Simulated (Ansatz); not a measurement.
The starting structures come from a database of crystals and need not be the phases stable at ambient conditions.

By PBEsol, the system below comes out a metal.

The ballistic (Sharvin) conductance counts the channels at the Fermi level: G/A = (e²/h) × channels of both spins per area.

Here is the system:

```yaml
crystal:
  lattice:
    - [3.24210, 0.00000, 0.00000]
    - [0.00000, 7.51389, 0.00000]
    - [0.00000, 3.75694, 3.75694]
  atoms:
    - { symbol: Hf, position: [0.00000, 0.70446, 0.59108] }
    - { symbol: Hf, position: [0.00000, 0.29554, 0.40892] }
    - { symbol: Hf, position: [0.50000, 0.79554, 0.00000] }
    - { symbol: Hf, position: [0.50000, 0.20446, 0.00000] }
    - { symbol: N, position: [0.00000, 0.00000, 0.00000] }
    - { symbol: N, position: [0.50000, 0.50000, 0.00000] }
```

Space group of this cell: P4_2/mnm, anti-rutile. The cell is taken as given; by PBEsol its mean pressure is -2.3 GPa.

The current flows along the normal of the first two printed cell vectors, the (110) plane of the conventional cell. No spin-orbit coupling; the value is a mean over 0.1 eV about the Fermi level.

Task: Compute, with PBEsol in Ansatz (a first-principles code), the ballistic conductance per area.

Result: 0.38 × 10¹⁵ S/m² for both spins.
